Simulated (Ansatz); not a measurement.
An Ansatz (a quantum-chemistry and plane-wave program) input (r2SCAN, PAW, 500 eV (Ansatz; no spin-orbit coupling)):

Ansatz 0.2 input:
```yaml
crystal:
  lattice:
    - [-1.7171403555, 1.7171403555, 1.7171403555]
    - [1.7171403555, -1.7171403555, 1.7171403555]
    - [1.7171403555, 1.7171403555, -1.7171403555]
  atoms:
    - { symbol: Li, position: [0, 0, 0] }
basis: { ecutwfc: 500, ecutrho_ratio: 4, xc_grid: 4, fft_grid_basis: typed }
kpoints: { mp_grid: { grid: [19, 19, 19] } }
hamiltonian:
  xc: r2scan
  dispersion: none
  pseudopotentials: { kind: paw }
scf: { occupations: { method: fermi_dirac, width: 0.05 }, convergence: { dr2_threshold: 0.0000000001 } }
output: { forces: true, stress: true }
checkpoint: { write: state.ck, write_every: 1000 }
```

Q: Which symmetry and how many k-points will the program report, and about how many plane waves at Γ?

A: Space group Im-3m (ITA 229) with 48 operations, k-points 220 of 6859, and 531 plane waves at Γ.

Q: And the final pressure?

A: 0.52 GPa (compression positive).

Single points use the geometry relaxed with PBEsol. Whether these cells are dynamically stable was not tested. The cell is Li in the bcc (W type) structure (space group Im-3m, No. 229).
